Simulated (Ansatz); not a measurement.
Base system: C in the diamond structure (space group Fd-3m, No. 227).

```
CELL_PARAMETERS angstrom
      0.00000     1.77690     1.77690
      1.77690     0.00000     1.77690
      1.77690     1.77690     0.00000
ATOMIC_POSITIONS crystal
  C  0.50000 0.50000 0.50000
  C  0.75000 0.75000 0.75000
```

Levels (all Ansatz, a first-principles code, PAW): PBEsol (420 eV, no spin-orbit coupling); HSE06 (420 eV, without spin-orbit coupling).

Its gap is 4.03 eV with PBEsol and 5.31 eV with HSE06.

Now apply this change: a hydrostatic pressure of 50 GPa.

With PBEsol the gap becomes 4.25 eV.

**Question.** If the HSE06 correction stayed the same, what would the HSE06 gap be, and what does the HSE06 run give?

**Answer.** A rigid correction of +1.28 eV gives 5.53 eV. The HSE06 run gives 5.55 eV, so the two effects roughly add.

Single points use the geometry relaxed with PBEsol. HSE06 was sampled on its mesh, a few special points and the semilocal edge points, so its gap is an upper bound. Load acts through the strain it causes; cell and atoms are relaxed under it. Whether these cells are dynamically stable was not tested. Competing high-pressure phases were not computed.
